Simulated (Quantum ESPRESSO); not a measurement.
A self-consistent single point of LiMg (P1, 2 atoms in the cell) with Quantum ESPRESSO.

Computed with PBEsol, PseudoDojo standard norm-conserving (PBESOL) pseudopotentials (plane waves; Quantum ESPRESSO).

```
LiMg
1.0
    3.37819     0.00000     0.00000
    0.00000     3.37819     0.00000
    0.00000     0.00000     3.55261
Li Mg
1 1
Direct
  0.00052   0.99882   0.01094
  0.49948   0.50118   0.48906
```

Reference input (self-consistent single point, DFT, PBEsol, plane waves, PseudoDojo standard norm-conserving (PBESOL) pseudopotentials): ecutwfc = 85 Ry; occupations = smearing; smearing = methfessel-paxton; degauss = 0.0073499 Ry; potentials = {Li: Li.upf, Mg: Mg.upf}; K_POINTS = automatic 7 7 6 0 0 0; conv_thr = 1e-10 Ry; mixing_beta = 0.7. This run's input differs from it in these lines:

```diff
@@ -12,3 +12,3 @@
  ntyp = 2,
- ecutwfc = 85,
+ ecutwfc = 76,
  occupations = 'smearing',
```

Output (repeated stretches shortened):

```
     Self-consistent Calculation

     iteration #  1     ecut=    76.00 Ry     beta= 0.70

     Threshold (ethr) on eigenvalues was too large:
     Diagonalizing with lowered threshold

     total energy              =    -132.92749162 Ry
     estimated scf accuracy    <       0.01157410 Ry

     iteration #  2     ecut=    76.00 Ry     beta= 0.70

     total energy              =    -132.92847893 Ry
     estimated scf accuracy    <       0.00033398 Ry

     iteration #  3     ecut=    76.00 Ry     beta= 0.70

     total energy              =    -132.92849150 Ry
     estimated scf accuracy    <       0.00001080 Ry

     iteration #  4     ecut=    76.00 Ry     beta= 0.70

     total energy              =    -132.92849203 Ry
     estimated scf accuracy    <       0.00000015 Ry

     iteration #  5     ecut=    76.00 Ry     beta= 0.70

     total energy              =    -132.92849205 Ry
     estimated scf accuracy    <          6.5E-09 Ry

     iteration #  6     ecut=    76.00 Ry     beta= 0.70
     End of self-consistent calculation

     Number of k-points >= 100: set verbosity='high' to print the bands.

     the Fermi energy is     3.6024 ev

!    total energy              =    -132.92849205 Ry
     estimated scf accuracy    <          7.4E-11 Ry
     smearing contrib. (-TS)   =      -0.00005002 Ry
     internal energy E=F+TS    =    -132.92844202 Ry

     convergence has been achieved in   6 iterations

     Forces acting on atoms (cartesian axes, Ry/au):

     atom    1 type  1   force =    -0.00028150    0.00063317   -0.00618635
     atom    2 type  2   force =     0.00028150   -0.00063317    0.00618635

     Total force =     0.008804     Total SCF correction =     0.000007

          total   stress  (Ry/bohr**3)                   (kbar)     P=       -7.78
  -0.00006607  -0.00000003   0.00000033           -9.72       -0.00        0.05
  -0.00000003  -0.00006611  -0.00000074           -0.00       -9.72       -0.11
   0.00000033  -0.00000074  -0.00002640            0.05       -0.11       -3.88

   JOB DONE.
```

The run converged in 6 iterations. Against the reference run the free energy rises by 2.9 meV/atom, the pressure goes from -0.33 to -0.78 GPa and the largest force stays at 0.160 eV/Å.

The starting cell comes from a database of computed structures (which also holds hypothetical and non-ambient phases and stackings), without a prior relaxation at this level. Its atoms were displaced at random from the sites of space group no. 123.

Cost on one core of a shared machine: roughly 40 s.
